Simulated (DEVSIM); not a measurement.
System: Ti/La2O3/p-Si capacitor, at 300 K.

Layer 1 from the left is La2O3, thickness (nm) 5.10. Layer 2 from the left is Si, thickness (nm) 6200, Na (cm⁻³) 8.5e15.

Metal gate on the left, work function 4.33 eV. Fixed charge at the semiconductor interface 1.1e10 cm⁻² (in units of +e); interface traps 1e11 cm⁻² eV⁻¹, uniform in energy, neutral level at 0.5 of the gap above the valence band.

The device is made up for the run: typed textbook-type constants, with dimensions and the other settings drawn at random. Values at 300 K.

La2O3: gap (eV) 5.8, affinity (eV) 1.8, permittivity 27. Si: gap (eV) 1.124, affinity (eV) 4.05, permittivity 11.7, Nc (cm⁻³) 2.86e19, Nv (cm⁻³) 3.1e19.

Model (solved in DEVSIM): 1D Poisson equation in equilibrium, Boltzmann statistics, complete ionisation; no quantum confinement or tunnelling. Metal contacts follow the ideal Schottky-Mott rule: no Fermi-level pinning, no interface dipoles.

What does the simulation give for the threshold voltage (band bending 2φF), the flat-band voltage, the minimum of the low-frequency capacitance?

threshold voltage (band bending 2φF) 0.08 V; flat-band voltage -0.63 V; minimum of the low-frequency capacitance 0.0514 μF/cm².
